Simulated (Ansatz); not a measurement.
Structures of equal composition on the (100) surface of rock-salt TiC: Ta on all Ti sites of the second plane; Ta on all Ti sites of the top plane. The slabs share one bottom face, and each structure is named by its start. These are constructed structures in small cells; real faces may alloy, dewet or reconstruct in larger ones, and not all known structures of the face are among them. Slabs of about 13 Å, Fermi-Dirac smearing of 0.1 eV. Bottom of the slabs: a bare face, its two planes held. Relaxed from the named starts with such symmetry as they have, on meshes of like density; energies extrapolated to zero smearing; spin only where a row says so; no spin-orbit coupling, no U. Brackets mark spin-polarised runs, whose order is one that fits the cell.

Method: PBE (plane waves to 420 eV, PAW; Ansatz, a program for electronic structure).

Order them by energy per 1x1 cell (lowest first) at the level PBE.

Ta on all Ti sites of the top plane (0.000 eV), Ta on all Ti sites of the second plane (0.180 eV)
